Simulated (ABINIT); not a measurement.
A self-consistent single point of NbRu₃ (P6_3/mmc, 8 atoms in the cell) with ABINIT.

Method: LDA (PW92), norm-conserving pseudopotentials (PseudoDojo nc-sr-04 LDA standard) (plane waves; ABINIT).

```yaml
crystal:
  lattice:
    - [5.56044, 0.00000, 0.00000]
    - [-2.78022, 4.81548, 0.00000]
    - [0.00000, 0.00000, 4.38106]
  atoms:
    - { symbol: Nb, position: [0.33333, 0.66667, 0.75000] }
    - { symbol: Nb, position: [0.66667, 0.33333, 0.25000] }
    - { symbol: Ru, position: [0.16473, 0.32945, 0.25000] }
    - { symbol: Ru, position: [0.83527, 0.67055, 0.75000] }
    - { symbol: Ru, position: [0.83527, 0.16473, 0.75000] }
    - { symbol: Ru, position: [0.16473, 0.83527, 0.25000] }
    - { symbol: Ru, position: [0.67055, 0.83527, 0.25000] }
    - { symbol: Ru, position: [0.32945, 0.16473, 0.75000] }
```

Reference input (self-consistent single point, DFT, PBEsol, plane waves, norm-conserving pseudopotentials (PseudoDojo nc-sr-04 PBEsol standard)): pseudos = [Nb.upf, Ru.upf]; ecut = 1143 eV; ixc = -116133; occopt = 3; tsmear = 0.1 eV; ngkpt = 4 4 5; nshiftk = 1; shiftk = 0 0 0; potentials = PseudoDojo nc-sr-04 PBEsol standard; nband = 76; kptopt = 1; nstep = 100. This run's input differs from it in these lines:

```diff
@@ -1,2 +1,2 @@
-# NbRu3, PseudoDojo nc-sr-04 PBEsol standard
+# NbRu3, PseudoDojo nc-sr-04 LDA standard
 pp_dirpath "./"
@@ -21,4 +21,4 @@
          0.3294500000    0.1647250000    0.7500000000
-ecut 1143 eV
-ixc -116133
+ecut 1197 eV
+ixc 7
 occopt 3
```

Its files differ too (potentials: PseudoDojo nc-sr-04 PBEsol standard → PseudoDojo nc-sr-04 LDA standard).

Output (repeated stretches shortened):

```
--- !BeginCycle
solver: {iscf: 7, nstep: 100, nline: 4, wfoptalg: 0, }
tolerances: {tolvrs: 1.00E-12, }
...

     iter   Etot(hartree)      deltaE(h)  residm     vres2
 ETOT  1  -730.74087009420    -7.307E+02 2.302E-01 1.295E+03
 ETOT  2  -729.93207393459     8.088E-01 6.729E-02 1.205E+04
 ETOT  3  -731.48540843954    -1.553E+00 2.570E-02 2.709E+02
 ETOT  4  -731.51616776279    -3.076E-02 6.228E-03 5.053E+01
 ETOT  5  -731.52176535249    -5.598E-03 3.128E-03 4.404E-02
   [... 4 lines left out ...]
 ETOT 10  -731.52177750580    -8.220E-11 3.310E-04 7.618E-08
 ETOT 11  -731.52177750580    -1.592E-12 1.825E-04 2.998E-10
 ETOT 12  -731.52177750581    -1.251E-11 1.961E-04 2.161E-11
 ETOT 13  -731.52177750580     1.319E-11 1.057E-04 7.851E-13
 At SCF step   13       vres2   =  7.85E-13 < tolvrs=  1.00E-12 =>converged.

 Cartesian components of stress tensor (hartree/bohr^3)
  sigma(1 1)=  3.82103514E-04  sigma(3 2)=  0.00000000E+00
  sigma(2 2)=  3.82103516E-04  sigma(3 1)=  0.00000000E+00
  sigma(3 3)=  4.24530472E-04  sigma(2 1)=  1.78495395E-12

 ----iterations are completed or convergence reached----

 reduced coordinates (array xred) for    8 atoms
       0.333333333333      0.666666666667      0.750000000000
       0.666666666667      0.333333333333      0.250000000000
       0.164725000000      0.329450000000      0.250000000000
       0.835275000000      0.670550000000      0.750000000000
       0.835275000000      0.164725000000      0.750000000000
       0.164725000000      0.835275000000      0.250000000000
   [... lines left out ...]
 Fermi (or HOMO) energy (hartree) =   0.59693   Average Vxc (hartree)=  -0.52729
   [... lines left out ...]
total_energy        : -7.31521777505797E+02
total_energy_eV     : -1.99057198896598E+04
band_energy         : -4.23258654185780E+01
...

-Cartesian components of stress tensor (GPa)         [Pressure= -1.1658E+01 GPa]
- sigma(1 1)=  1.12418716E+01  sigma(3 2)=  0.00000000E+00
- sigma(2 2)=  1.12418717E+01  sigma(3 1)=  0.00000000E+00
- sigma(3 3)=  1.24901156E+01  sigma(2 1)=  5.25151494E-08

 Calculation completed.
```

The run converged in 13 iterations. Against the reference run the pressure goes from -6.44 to -11.66 GPa and the largest force goes from 0.163 to 0.143 eV/Å.

The starting cell comes from a database of computed structures (which also holds hypothetical and non-ambient phases and stackings), without a prior relaxation at this level. Spin polarisation is off. With a pressure of about -12 GPa the cell is away from its equilibrium volume at this level.

Cost on one core of a shared machine: roughly 7 min.
